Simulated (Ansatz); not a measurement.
One Ga atom on a Si site, 4x4x4 cubic cells, neutral, without spin

Geometry as solved with Ansatz (a program for electronic structure) with PBE, support functions at accuracy medium on the grid of 420 eV.

```xyz
512
Lattice="21.88 0.00 0.00 0.00 21.88 0.00 0.00 0.00 21.88" Properties=species:S:1:pos:R:3 pbc="T T T"
Si     0.00     0.00     0.00
Si     1.37     1.37     1.37
Si     2.74     2.74     0.00
Si     4.10     4.10     1.37
Si     2.74     0.00     2.74
Si     4.10     1.37     4.10
Si     0.00     2.74     2.74
Si     1.37     4.10     4.10
Si     0.00     0.00     5.47
Si     1.37     1.37     6.84
Si     2.74     2.74     5.47
Si     4.10     4.10     6.84
Si     2.74     0.00     8.20
Si     4.10     1.37     9.57
Si     0.00     2.74     8.20
Si     1.37     4.10     9.57
Si     0.00     0.00    10.94
Si     1.37     1.37    12.31
Si     2.73     2.73    10.94
Si     4.10     4.10    12.31
Si     2.74     0.00    13.68
Si     4.10     1.37    15.04
Si     0.00     2.73    13.68
Si     1.37     4.10    15.04
Si     0.00     0.00    16.41
Si     1.37     1.37    17.78
Si     2.74     2.74    16.41
Si     4.10     4.10    17.78
Si     2.74     0.00    19.14
Si     4.10     1.37    20.51
Si     0.00     2.74    19.14
Si     1.37     4.10    20.51
Si     0.00     5.47     0.00
Si     1.37     6.84     1.37
Si     2.73     8.20     0.00
Si     4.10     9.57     1.37
Si     2.74     5.47     2.74
Si     4.10     6.84     4.10
Si     0.00     8.21     2.74
Si     1.37     9.57     4.10
Si     0.00     5.47     5.47
Si     1.37     6.84     6.84
Si     2.74     8.21     5.47
Si     4.10     9.57     6.84
Si     2.74     5.47     8.21
Si     4.10     6.84     9.57
Si     0.00     8.21     8.21
Si     1.37     9.57     9.57
Si     0.00     5.47    10.94
Si     1.37     6.84    12.31
Si     2.74     8.21    10.94
Si     4.11     9.57    12.31
Si     2.73     5.47    13.68
Si     4.10     6.84    15.04
Si     0.00     8.21    13.67
Si     1.37     9.57    15.04
Si     0.00     5.47    16.41
Si     1.37     6.84    17.78
Si     2.73     8.20    16.41
Si     4.10     9.57    17.78
Si     2.74     5.47    19.14
Si     4.10     6.84    20.51
Si     0.00     8.20    19.14
Si     1.37     9.57    20.51
Si     0.00    10.94     0.00
Si     1.37    12.31     1.37
Si     2.73    13.68     0.00
Si     4.10    15.04     1.37
Si     2.73    10.94     2.73
Si     4.10    12.31     4.10
Si     0.00    13.68     2.74
Si     1.37    15.04     4.10
Si     0.00    10.94     5.47
Si     1.37    12.31     6.84
Si     2.73    13.68     5.47
Si     4.10    15.04     6.84
Si     2.74    10.94     8.21
Si     4.11    12.31     9.57
Si     0.00    13.67     8.21
Si     1.37    15.04     9.57
Si     0.00    10.94    10.94
Si     1.37    12.31    12.31
Si     2.74    13.67    10.94
Si     4.10    15.04    12.31
Si     2.74    10.94    13.67
Si     4.10    12.31    15.04
Si     0.00    13.67    13.67
Si     1.37    15.04    15.04
Si     0.00    10.94    16.41
Si     1.37    12.31    17.78
Si     2.74    13.67    16.41
Si     4.10    15.04    17.78
Si     2.73    10.94    19.15
Si     4.10    12.31    20.51
Si     0.00    13.68    19.14
Si     1.37    15.04    20.51
Si     0.00    16.41     0.00
Si     1.37    17.78     1.37
Si     2.74    19.14     0.00
Si     4.10    20.51     1.37
Si     2.74    16.41     2.74
Si     4.10    17.78     4.10
Si     0.00    19.14     2.74
Si     1.37    20.51     4.10
Si     0.00    16.41     5.47
Si     1.37    17.78     6.84
Si     2.74    19.14     5.47
Si     4.10    20.51     6.84
Si     2.73    16.41     8.20
Si     4.10    17.78     9.57
Si     0.00    19.14     8.20
Si     1.37    20.51     9.57
Si     0.00    16.41    10.94
Si     1.37    17.78    12.31
Si     2.73    19.15    10.94
Si     4.10    20.51    12.31
Si     2.74    16.41    13.67
Si     4.10    17.78    15.04
Si     0.00    19.15    13.68
Si     1.37    20.51    15.04
Si     0.00    16.41    16.41
Si     1.37    17.78    17.78
Si     2.74    19.14    16.41
Si     4.10    20.51    17.78
Si     2.74    16.41    19.14
Si     4.10    17.78    20.51
Si     0.00    19.14    19.14
Si     1.37    20.51    20.51
Si     5.47     0.00     0.00
Si     6.84     1.37     1.37
Si     8.20     2.73     0.00
Si     9.57     4.10     1.37
Si     8.20     0.00     2.74
Si     9.57     1.37     4.10
Si     5.47     2.74     2.74
Si     6.84     4.10     4.10
Si     5.47     0.00     5.47
Si     6.84     1.37     6.84
Si     8.21     2.74     5.47
Si     9.57     4.10     6.84
Si     8.21     0.00     8.21
Si     9.57     1.37     9.57
Si     5.47     2.74     8.21
Si     6.84     4.10     9.57
Si     5.47     0.00    10.94
Si     6.84     1.37    12.31
Si     8.21     2.74    10.94
Si     9.57     4.11    12.31
Si     8.21     0.00    13.67
Si     9.57     1.37    15.04
Si     5.47     2.73    13.68
Si     6.84     4.10    15.04
Si     5.47     0.00    16.41
Si     6.84     1.37    17.78
Si     8.20     2.73    16.41
Si     9.57     4.10    17.78
Si     8.20     0.00    19.15
Si     9.57     1.37    20.51
Si     5.47     2.74    19.14
Si     6.84     4.10    20.51
Si     5.47     5.47     0.00
Si     6.84     6.84     1.37
Si     8.21     8.21     0.00
Si     9.57     9.57     1.37
Si     8.21     5.47     2.74
Si     9.57     6.84     4.10
Si     5.47     8.21     2.74
Si     6.84     9.57     4.10
Si     5.47     5.47     5.47
Si     6.84     6.84     6.84
Si     8.21     8.21     5.48
Si     9.57     9.57     6.85
Si     8.21     5.48     8.21
Si     9.57     6.85     9.58
Si     5.48     8.21     8.21
Si     6.85     9.57     9.57
Si     5.46     5.46    10.94
Si     6.83     6.83    12.30
Si     8.20     8.20    10.96
Si     9.56     9.56    12.32
Si     8.20     5.47    13.68
Si     9.58     6.83    15.05
Si     5.47     8.20    13.68
Si     6.83     9.58    15.05
Si     5.47     5.47    16.41
Si     6.84     6.84    17.78
Si     8.20     8.20    16.41
Si     9.57     9.57    17.77
Si     8.20     5.47    19.15
Si     9.57     6.84    20.51
Si     5.47     8.20    19.15
Si     6.84     9.57    20.51
Si     5.47    10.94     0.00
Si     6.84    12.31     1.37
Si     8.21    13.67     0.00
Si     9.57    15.04     1.37
Si     8.21    10.94     2.74
Si     9.57    12.31     4.11
Si     5.47    13.68     2.73
Si     6.84    15.04     4.10
Si     5.46    10.94     5.46
Si     6.83    12.30     6.83
Si     8.20    13.68     5.47
Si     9.58    15.05     6.83
Si     8.20    10.96     8.20
Si     9.55    12.33     9.56
Si     5.47    13.68     8.20
Si     6.83    15.05     9.58
Si     5.48    10.94    10.94
Si     6.85    12.31    12.31
Si     8.20    13.68    10.92
Si     9.57    15.03    12.31
Si     8.20    10.92    13.68
Si     9.57    12.31    15.03
Si     5.48    13.67    13.67
Si     6.84    15.04    15.04
Si     5.46    10.94    16.42
Si     6.84    12.31    17.78
Si     8.21    13.67    16.41
Si     9.57    15.04    17.78
Si     8.21    10.94    19.14
Si     9.57    12.31    20.51
Si     5.47    13.67    19.14
Si     6.84    15.04    20.51
Si     5.47    16.41     0.00
Si     6.84    17.78     1.37
Si     8.20    19.14     0.00
Si     9.57    20.51     1.37
Si     8.20    16.41     2.73
Si     9.57    17.78     4.10
Si     5.47    19.14     2.74
Si     6.84    20.51     4.10
Si     5.47    16.41     5.47
Si     6.84    17.78     6.84
Si     8.20    19.15     5.47
Si     9.57    20.51     6.84
Si     8.20    16.41     8.20
Si     9.57    17.77     9.57
Si     5.47    19.15     8.20
Si     6.84    20.51     9.57
Si     5.46    16.42    10.94
Si     6.84    17.78    12.31
Si     8.21    19.14    10.94
Si     9.57    20.51    12.31
Si     8.21    16.40    13.67
Si     9.57    17.78    15.04
Si     5.47    19.14    13.67
Si     6.84    20.51    15.04
Si     5.47    16.41    16.41
Si     6.84    17.78    17.78
Si     8.21    19.14    16.41
Si     9.57    20.51    17.78
Si     8.21    16.41    19.14
Si     9.57    17.78    20.51
Si     5.47    19.14    19.14
Si     6.84    20.51    20.51
Si    10.94     0.00     0.00
Si    12.31     1.37     1.37
Si    13.68     2.73     0.00
Si    15.04     4.10     1.37
Si    13.68     0.00     2.74
Si    15.04     1.37     4.10
Si    10.94     2.73     2.73
Si    12.31     4.10     4.10
Si    10.94     0.00     5.47
Si    12.31     1.37     6.84
Si    13.68     2.73     5.47
Si    15.04     4.10     6.84
Si    13.67     0.00     8.21
Si    15.04     1.37     9.57
Si    10.94     2.74     8.21
Si    12.31     4.11     9.57
Si    10.94     0.00    10.94
Si    12.31     1.37    12.31
Si    13.67     2.74    10.94
Si    15.04     4.10    12.31
Si    13.67     0.00    13.67
Si    15.04     1.37    15.04
Si    10.94     2.74    13.67
Si    12.31     4.10    15.04
Si    10.94     0.00    16.41
Si    12.31     1.37    17.78
Si    13.67     2.74    16.41
Si    15.04     4.10    17.78
Si    13.68     0.00    19.14
Si    15.04     1.37    20.51
Si    10.94     2.73    19.15
Si    12.31     4.10    20.51
Si    10.94     5.47     0.00
Si    12.31     6.84     1.37
Si    13.67     8.21     0.00
Si    15.04     9.57     1.37
Si    13.68     5.47     2.73
Si    15.04     6.84     4.10
Si    10.94     8.21     2.74
Si    12.31     9.57     4.11
Si    10.94     5.46     5.46
Si    12.30     6.83     6.83
Si    13.68     8.20     5.47
Si    15.05     9.58     6.83
Si    13.68     5.47     8.20
Si    15.05     6.83     9.58
Si    10.96     8.20     8.20
Si    12.32     9.56     9.56
Si    10.94     5.48    10.94
Si    12.31     6.85    12.31
Si    13.68     8.20    10.92
Si    15.03     9.57    12.31
Si    13.67     5.48    13.67
Si    15.04     6.84    15.04
Si    10.92     8.20    13.68
Si    12.31     9.57    15.03
Si    10.94     5.46    16.42
Si    12.31     6.84    17.78
Si    13.67     8.21    16.41
Si    15.04     9.57    17.78
Si    13.67     5.47    19.14
Si    15.04     6.84    20.51
Si    10.94     8.21    19.14
Si    12.31     9.57    20.51
Si    10.94    10.94     0.00
Si    12.31    12.31     1.37
Si    13.67    13.67     0.00
Si    15.04    15.04     1.37
Si    13.67    10.94     2.74
Si    15.04    12.31     4.10
Si    10.94    13.67     2.74
Si    12.31    15.04     4.10
Si    10.94    10.94     5.48
Si    12.31    12.31     6.85
Si    13.67    13.67     5.48
Si    15.04    15.04     6.84
Si    13.68    10.92     8.20
Si    15.03    12.31     9.58
Si    10.92    13.68     8.20
Si    12.31    15.03     9.57
Ga    10.94    10.94    10.94
Si    12.32    12.32    12.32
Si    13.68    13.68    10.96
Si    15.05    15.05    12.30
Si    13.68    10.96    13.68
Si    15.05    12.30    15.05
Si    10.96    13.68    13.68
Si    12.30    15.05    15.05
Si    10.94    10.94    16.40
Si    12.31    12.31    17.77
Si    13.68    13.68    16.41
Si    15.04    15.04    17.78
Si    13.67    10.94    19.14
Si    15.04    12.31    20.51
Si    10.94    13.67    19.14
Si    12.31    15.04    20.51
Si    10.94    16.41     0.00
Si    12.31    17.78     1.37
Si    13.68    19.15     0.00
Si    15.04    20.51     1.37
Si    13.67    16.41     2.74
Si    15.04    17.78     4.10
Si    10.94    19.15     2.73
Si    12.31    20.51     4.10
Si    10.94    16.42     5.46
Si    12.31    17.78     6.84
Si    13.67    19.14     5.47
Si    15.04    20.51     6.84
Si    13.67    16.40     8.21
Si    15.04    17.78     9.57
Si    10.94    19.14     8.21
Si    12.31    20.51     9.57
Si    10.94    16.40    10.94
Si    12.31    17.77    12.31
Si    13.67    19.14    10.94
Si    15.04    20.51    12.31
Si    13.68    16.41    13.68
Si    15.04    17.78    15.04
Si    10.94    19.14    13.67
Si    12.31    20.51    15.04
Si    10.94    16.42    16.42
Si    12.31    17.78    17.78
Si    13.68    19.15    16.41
Si    15.04    20.51    17.78
Si    13.68    16.41    19.15
Si    15.04    17.78    20.51
Si    10.94    19.15    19.15
Si    12.31    20.51    20.51
Si    16.41     0.00     0.00
Si    17.78     1.37     1.37
Si    19.14     2.74     0.00
Si    20.51     4.10     1.37
Si    19.14     0.00     2.74
Si    20.51     1.37     4.10
Si    16.41     2.74     2.74
Si    17.78     4.10     4.10
Si    16.41     0.00     5.47
Si    17.78     1.37     6.84
Si    19.14     2.74     5.47
Si    20.51     4.10     6.84
Si    19.14     0.00     8.20
Si    20.51     1.37     9.57
Si    16.41     2.73     8.20
Si    17.78     4.10     9.57
Si    16.41     0.00    10.94
Si    17.78     1.37    12.31
Si    19.15     2.73    10.94
Si    20.51     4.10    12.31
Si    19.14     0.00    13.68
Si    20.51     1.37    15.04
Si    16.41     2.74    13.67
Si    17.78     4.10    15.04
Si    16.41     0.00    16.41
Si    17.78     1.37    17.78
Si    19.14     2.74    16.41
Si    20.51     4.10    17.78
Si    19.14     0.00    19.14
Si    20.51     1.37    20.51
Si    16.41     2.74    19.14
Si    17.78     4.10    20.51
Si    16.41     5.47     0.00
Si    17.78     6.84     1.37
Si    19.14     8.20     0.00
Si    20.51     9.57     1.37
Si    19.14     5.47     2.74
Si    20.51     6.84     4.10
Si    16.41     8.20     2.73
Si    17.78     9.57     4.10
Si    16.41     5.47     5.47
Si    17.78     6.84     6.84
Si    19.15     8.20     5.47
Si    20.51     9.57     6.84
Si    19.15     5.47     8.20
Si    20.51     6.84     9.57
Si    16.41     8.20     8.20
Si    17.77     9.57     9.57
Si    16.42     5.46    10.94
Si    17.78     6.84    12.31
Si    19.14     8.21    10.94
Si    20.51     9.57    12.31
Si    19.14     5.47    13.68
Si    20.51     6.84    15.04
Si    16.40     8.21    13.67
Si    17.78     9.57    15.04
Si    16.41     5.47    16.41
Si    17.78     6.84    17.78
Si    19.14     8.21    16.41
Si    20.51     9.57    17.78
Si    19.14     5.47    19.14
Si    20.51     6.84    20.51
Si    16.41     8.21    19.14
Si    17.78     9.57    20.51
Si    16.41    10.94     0.00
Si    17.78    12.31     1.37
Si    19.14    13.68     0.00
Si    20.51    15.04     1.37
Si    19.15    10.94     2.73
Si    20.51    12.31     4.10
Si    16.41    13.67     2.74
Si    17.78    15.04     4.10
Si    16.42    10.94     5.46
Si    17.78    12.31     6.84
Si    19.14    13.67     5.47
Si    20.51    15.04     6.84
Si    19.14    10.94     8.21
Si    20.51    12.31     9.57
Si    16.40    13.67     8.21
Si    17.78    15.04     9.57
Si    16.40    10.94    10.94
Si    17.77    12.31    12.31
Si    19.14    13.67    10.94
Si    20.51    15.04    12.31
Si    19.14    10.94    13.67
Si    20.51    12.31    15.04
Si    16.41    13.68    13.68
Si    17.78    15.04    15.04
Si    16.42    10.94    16.42
Si    17.78    12.31    17.78
Si    19.15    13.68    16.41
Si    20.51    15.04    17.78
Si    19.15    10.94    19.15
Si    20.51    12.31    20.51
Si    16.41    13.68    19.15
Si    17.78    15.04    20.51
Si    16.41    16.41     0.00
Si    17.78    17.78     1.37
Si    19.14    19.14     0.00
Si    20.51    20.51     1.37
Si    19.14    16.41     2.74
Si    20.51    17.78     4.10
Si    16.41    19.14     2.74
Si    17.78    20.51     4.10
Si    16.41    16.41     5.47
Si    17.78    17.78     6.84
Si    19.14    19.14     5.47
Si    20.51    20.51     6.84
Si    19.14    16.41     8.21
Si    20.51    17.78     9.57
Si    16.41    19.14     8.21
Si    17.78    20.51     9.57
Si    16.42    16.42    10.94
Si    17.78    17.78    12.31
Si    19.15    19.15    10.94
Si    20.51    20.51    12.31
Si    19.15    16.41    13.68
Si    20.51    17.78    15.04
Si    16.41    19.15    13.68
Si    17.78    20.51    15.04
Si    16.41    16.41    16.41
Si    17.78    17.78    17.78
Si    19.14    19.14    16.41
Si    20.51    20.51    17.78
Si    19.14    16.41    19.14
Si    20.51    17.78    20.51
Si    16.41    19.14    19.14
Si    17.78    20.51    20.51
```
